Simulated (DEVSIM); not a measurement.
Structure: GaN p-n junction from an implanted or diffused profile, at 300 K.

Layer 1 from the left is GaN, thickness (μm) 18.0, Nd (cm⁻³) 2.1e14, τn (s) 5.7e-8, τp (s) 5.7e-8.

Added acceptor profile: 1.5e17 cm⁻³ × exp(−(x − 0.06 μm)²/(2·(0.075 μm)²)). Left contact: ohmic. Right contact: ohmic. Voltage is applied to the left contact. Recombination: SRH at mid-gap, Auger. Mobility is μmin + (μ − μmin)/(1 + (N/Nref)^α).

The device is made up for the run: typed textbook-type constants, with dimensions and the other settings drawn at random. Values at 300 K.

GaN: gap (eV) 3.43, affinity (eV) 4.1, permittivity 9.5, Nc (cm⁻³) 2.3e18, Nv (cm⁻³) 4.6e19, μn (cm²/Vs) 1200, μp (cm²/Vs) 100, μn,min 55, μp,min 3, Nref,n 2e17, Nref,p 3e17, αn 1, αp 2, Cn (cm⁶/s) 1e-30, Cp (cm⁶/s) 1e-30.

Model (solved in DEVSIM): 1D drift-diffusion, Boltzmann statistics, complete ionisation; no tunnelling, impact ionisation, image-force lowering or self-heating.

### Question
What does the simulation give for the dark forward voltage at 1 A/cm², the dark forward voltage at 100 A/cm², the potential step across the device at zero bias?

### Answer
dark forward voltage at 1 A/cm² 2.947 V; dark forward voltage at 100 A/cm² 3.567 V; potential step across the device at zero bias 3.033 V.
